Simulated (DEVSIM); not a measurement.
**abrupt InP p-n junction**

Device: abrupt InP p-n junction, at 250 K.

| layer (left to right) | material | thickness (μm) | Nd (cm⁻³) | Na (cm⁻³) | τn (s) | τp (s) |
|---|---|---|---|---|---|---|
| 1 | InP | 6.30 | - | 1e16 | 7e-10 | 7e-10 |
| 2 | InP | 47.0 | 3.3e14 | - | 7e-10 | 7e-10 |

Left contact: ohmic. Right contact: ohmic. Voltage is applied to the left contact. Recombination: SRH at mid-gap. Mobility is μmin + (μ − μmin)/(1 + (N/Nref)^α).

This is a model device: material constants are rounded textbook-type values typed into the input, and sizes, dopings and lifetimes were drawn at random. Values at 300 K; Nc and Nv go as T^1.5, mobilities as T to minus their exponent, the gap by Varshni's rule with the affinity fixed.

```csv
parameter,InP
gap (eV),1.344
affinity (eV),4.38
permittivity,12.5
Nc (cm⁻³),5.7e17
Nv (cm⁻³),1.1e19
μn (cm²/Vs),5200
μp (cm²/Vs),170
"μn,min",400
"μp,min",10
"Nref,n",3e17
"Nref,p",4.9e17
αn,0.47
αp,0.62
T exponent of μn,2
T exponent of μp,2
Varshni α (eV/K),0.000363
Varshni β (K),162
```

Model (solved in DEVSIM): 1D drift-diffusion, Boltzmann statistics, complete ionisation; no tunnelling, impact ionisation, image-force lowering or self-heating.

The potential step across the device at zero bias is 1.060 V and the largest field in the device at zero bias comes out as 10000 V/cm. The dark forward voltage at 1 A/cm² is 0.956 V.

Dark forward current:

(V (V), J (A/cm²)): (0.05, 1.1e-10); (0.15, 1.5e-9); (0.25, 1.7e-8); (0.35, 1.8e-7); (0.40, 6.2e-7); (0.50, 6.9e-6); (0.60, 8.1e-5); (0.70, 0.00099); (0.80, 0.014); (0.90, 0.24); (0.95, 0.89); (1.05, 4.5); (1.15, 10); (1.25, 17); (1.35, 24); (1.45, 31); (1.50, 35); (1.60, 42); (1.70, 50); (1.80, 58)

Dark reverse current:

| V (V) | J (A/cm²) |
|---|---|
| -0.10 | -7.9e-11 |
| -0.25 | -1.6e-10 |
| -0.50 | -2.8e-10 |
| -0.75 | -3.8e-10 |
| -1.00 | -4.7e-10 |
| -1.50 | -6.4e-10 |
| -2.00 | -7.8e-10 |
| -2.50 | -9.2e-10 |
| -3.25 | -1.1e-9 |
| -4.00 | -1.3e-9 |
| -5.00 | -1.4e-9 |
